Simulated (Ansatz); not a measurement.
Bond-angle distributions (per cent of the angles at each element, bins of 10°) of a relaxed model of amorphous Al28O44Ti at 3.09 g/cm³. These are PBE, scalar-relativistic without spin-orbit coupling (plane waves to 420 eV, PAW; Ansatz, a program for electronic structure) values and carry that method's errors.

It comes from a melt-quench run on a machine-learned potential (CHGNet), relaxed afterwards by DFT. O atoms were pushed apart under 1.9 Å during the dynamics, to hinder bonds among them. The hot cell started wider than the set density and was brought back towards it in steps. It is the lowest in DFT energy of 2 quenches. It is a model cell: composition and starting density were chosen by hand, and all elements were melted together. No dispersion term was used. Its density started from a set value of 3.12 and ended at 3.09 g/cm³. The simulated quench (nominally 280 K/ps over its main leg) is rapid and tends to freeze in more defects than a deposited or slowly cooled glass has. One small periodic cell is one sample of the glass; other quenches scatter about these values. Volume and shape were free in the relaxation.

Neighbours within Al-Al 2.66 Å, Al-O 2.22 Å, Al-Ti 2.89 Å, O-O 1.58 Å, O-Ti 2.49 Å, Ti-Ti 3.12 Å count as bonded. Two cations that share two anions don't count as bonded, nor two that share one unless they lie closer than Al-Al 2.59 Å, Al-Ti 2.81 Å, Ti-Ti 3.04 Å.

| angle (°) | at Al | at O |
|---|---|---|
| 50-60 | 0 | 0 |
| 60-70 | 0 | 0 |
| 70-80 | 4 | 0 |
| 80-90 | 19 | 1 |
| 90-100 | 18 | 15 |
| 100-110 | 26 | 20 |
| 110-120 | 13 | 20 |
| 120-130 | 7 | 26 |
| 130-140 | 6 | 12 |
| 140-150 | 1 | 6 |
| 150-160 | 1 | 1 |
| 160-170 | 4 | 0 |
| 170-180 | 2 | 0 |

They go with these counts of neighbours within the cut-offs, cation contacts included: Al mean 4.5, most often 4; O mean 3.0, most often 3.
